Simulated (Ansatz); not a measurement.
An Ansatz (a quantum-chemistry and plane-wave program) input (DFT with LDA, PAW potentials and a 420 eV plane-wave cutoff in Ansatz, no SOC):

Ansatz 0.2 input:
```yaml
crystal:
  lattice:
    - [0, 3.2057458101, 3.2057458101]
    - [3.2057458101, 0, 3.2057458101]
    - [3.2057458101, 3.2057458101, 0]
  atoms:
    - { symbol: Te, position: [0.5, 0.5, 0.5] }
    - { symbol: Pb, position: [0, 0, 0] }
basis: { ecutwfc: 420, ecutrho_ratio: 4, xc_grid: 2, fft_grid_basis: typed }
kpoints: { mp_grid: { grid: [9, 9, 9] } }
hamiltonian:
  xc: lda
  dispersion: none
  pseudopotentials: { kind: paw }
scf: { occupations: { method: fermi_dirac, width: 0.05 }, convergence: { dr2_threshold: 0.0000000002 } }
relax: { f_tol: 0.005, max_steps: 50 }
output: { forces: true, stress: true }
checkpoint: { write: state.ck, write_every: 1000 }
```

### Question
Which symmetry and how many k-points will the program report, and about how many plane waves at Γ?

### Answer
Space group Fm-3m (ITA 225) with 48 operations, k-points 35 of 729, and 1243 plane waves at Γ.

### Question
And the final pressure?

### Answer
-0.71 GPa (compression positive).

The cells carry an imposed strain or load. Stability against distortions was not tested. The cell was made from PbTe in the rock salt structure (space group Fm-3m, No. 225) by this change: isotropic strain +0.50 %.
